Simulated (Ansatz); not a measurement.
The starting structures come from a database of crystals and need not be the phases stable at ambient conditions.

 Where the default PAW files enter, the runs use the earlier of Ansatz's two default sets.

By PBEsol, the system below comes out a metal.

Input:

```
CELL_PARAMETERS angstrom
      4.05838     0.00000     0.00000
      0.00000     4.05838     0.00000
      2.02919    -2.02919     1.66076
ATOMIC_POSITIONS crystal
  Sn 0.00000 0.00000 0.00000
```

Space group of this cell: I4/mmm. The cell is taken as given; by PBEsol its mean pressure is -1.8 GPa.

The current flows along the normal of the first two printed cell vectors, the (001) plane of the conventional cell. No spin-orbit coupling; the value is a mean over 0.1 eV about the Fermi level.

**Question.** Give the ballistic conductance per area that PBEsol (Ansatz, a program for electronic structure) yields.

**Answer.** 1.2 × 10¹⁵ S/m² for both spins.
